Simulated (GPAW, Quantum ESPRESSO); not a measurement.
A GPAW input for a self-consistent single point of Cs (Im-3m, 1 atom in the cell) (DFT PBE, plane waves, GPAW PAW datasets PBE (gpaw-data 1.0.1)):

```python
from ase import Atoms
from ase.units import GPa
from gpaw import GPAW

atoms = Atoms(['Cs'],
              cell=[[-2.994380, 2.994380, 2.994380],
                    [2.994380, -2.994380, 2.994380],
                    [2.994380, 2.994380, -2.994380]],
              scaled_positions=[[0.000000, 0.000000, 0.000000]],
              pbc=True)

calc = GPAW(mode={'name': 'pw', 'ecut': 550},
            xc='PBE',
            kpts=(5, 5, 5),
            occupations={'name': 'fermi-dirac', 'width': 0.136},
            nbands=-5,
            convergence={'forces': 0.001},
            symmetry={'symmorphic': False, 'tolerance': 0.0005},
            maxiter=120)

atoms.calc = calc

energy = atoms.get_potential_energy()
print('Energy (eV):', round(energy, 6))
forces = atoms.get_forces()
print('Forces (eV/Ang):')
print(forces.round(5))
stress = atoms.get_stress()
print('Stress (GPa, Voigt):', (stress / GPa).round(4))
```

### Question
Write the same calculation as an input for Quantum ESPRESSO.

### Answer
This is the input that was run; spellings and numerical settings could be chosen otherwise.

```fortran
&CONTROL
  calculation = 'scf'
  outdir = './tmp/'
  pseudo_dir = './'
  tprnfor = .true.
  tstress = .true.
/
&SYSTEM
  ibrav = 0
  nat = 1
  ntyp = 1
  ecutwfc = 50
  occupations = 'smearing'
  smearing = 'fd'
  degauss = 0.0099958
/
&ELECTRONS
  conv_thr = 1.0d-9
/
ATOMIC_SPECIES
Cs   132.9055  Cs.upf
ATOMIC_POSITIONS {crystal}
Cs    0.000000000    0.000000000    0.000000000
K_POINTS {automatic}
5 5 5  0 0 0
CELL_PARAMETERS {angstrom}
  -2.994380000     2.994380000     2.994380000
   2.994380000    -2.994380000     2.994380000
   2.994380000     2.994380000    -2.994380000
```

Basis settings and potentials, where a program has them, do not carry over. This input uses DFT, PBE, plane waves, PseudoDojo standard norm-conserving (PBE) pseudopotentials. Both were run: pressure 0.18 GPa in GPAW and 0.18 in Quantum ESPRESSO.

On GPAW: the starting cell has typed, rounded lattice constants, without a prior relaxation at this level. Its lattice was rescaled by a random factor within 2.5 % of one. For this run, on top of that: lattice scaled by 0.98.

On Quantum ESPRESSO: the starting cell has typed, rounded lattice constants, without a prior relaxation at this level. Its lattice was rescaled by a random factor within 2.5 % of one. For this run, on top of that: lattice scaled by 0.98.
